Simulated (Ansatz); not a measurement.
Defect migration in zinc-blende GaP: P vacancy, charge state +1. Level of theory: PBE, PAW (plane waves to 420 eV; Ansatz, an electronic-structure program).

64-site cell at the relaxed PBE lattice, one k-point at (0.250, 0.250, 0.250), smearing 0.01 eV, spin-restricted, no finite-size correction. No zero-point or tunnelling terms. The charge state is imposed; whether it is stable for some Fermi level was not computed. Forms of the defect that were not tried may lie lower.

Barriers: single points on a 2×2×2 k-point mesh shifted by half a step at the bands' geometries (they differ from the bands' own by up to 0.05 eV, and are uncertain by about as much).

The only route run: one P atom jumps into the vacancy from a nearby P site; the atom moves 3.93 Å along (0.00, -0.51, -0.50) of the unit cell; the moving atom starts with neighbours Ga at 2.32, 2 Ga at 2.39, Ga at 2.41 Å and ends with 3 Ga at 2.38, Ga at 2.40 Å. Its barrier is 2.30 eV. The program found a first-order saddle point. The defect has 12 equivalent sites to jump to, 3.89 Å away. Attempt frequency: take 10 THz as a typical guess.

Q: Estimate the defect's diffusion coefficient at 600 K, how far it wanders in 1 h, and how much an error of 0.1 eV in the barrier would matter.

A: kT = 0.0517 eV, so each jump happens at Γ = ν exp(−E/kT) = 1.0e13 × exp(−44.48) ≈ 4.8e-07 s⁻¹. For uncorrelated jumps in a cubic host D = z λ² Γ / 6 = 12 × (3.89e-8 cm)² × 4.8e-07 / 6 ≈ 1.5e-21 cm²/s. The root-mean-square distance is √(6Dt) ≈ 0.06 nm, less than one jump, so the defect is frozen in. An error of 0.1 eV changes D by a factor exp(0.1/kT) ≈ 6.9, and the distance by its square root. This is the isolated defect's own diffusivity; trapping, its concentration and zero-point motion are left out.
